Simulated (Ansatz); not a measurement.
Take FeGe in the rock salt structure (space group Fm-3m, No. 225; a = 5.022 Å; ferromagnetic; a hypothetical phase, not in the database extracts checked) as the base. Axes: x, y, z lie along the cube axes.

Computed with DFT with r2SCAN, PAW potentials and a 500 eV plane-wave cutoff in Ansatz (an electronic-structure program), no spin-orbit coupling.

Before the change:

The pressure comes out as 0.0 GPa, the largest site moment comes out as 2.97 μB and the shortest interatomic distance is 4.745 bohr.

One thing is altered: uniaxial strain ε_xx = −5.95 %, all other strain components held at zero; the atoms relax in the strained cell.

Task: How does this affect the pressure, largest site moment, shortest interatomic distance and energy relative to the base?

Result: The pressure (mean of the normal stresses, compression positive) goes from zero to 6.6 GPa; the largest site moment shrinks by 0.237 μB, from 2.97 μB to 2.74 μB; the shortest interatomic distance shrinks by 0.282 bohr to 4.463 bohr; the energy rises by 38 meV/atom.

Other magnetic orders, which the real material may have, were not ruled out. Without a gap, meshes like the base's 16×16×16 leave anisotropic stresses uncertain by several tenths of a GPa, and small strain energies with them. No phonon test of stability was made.
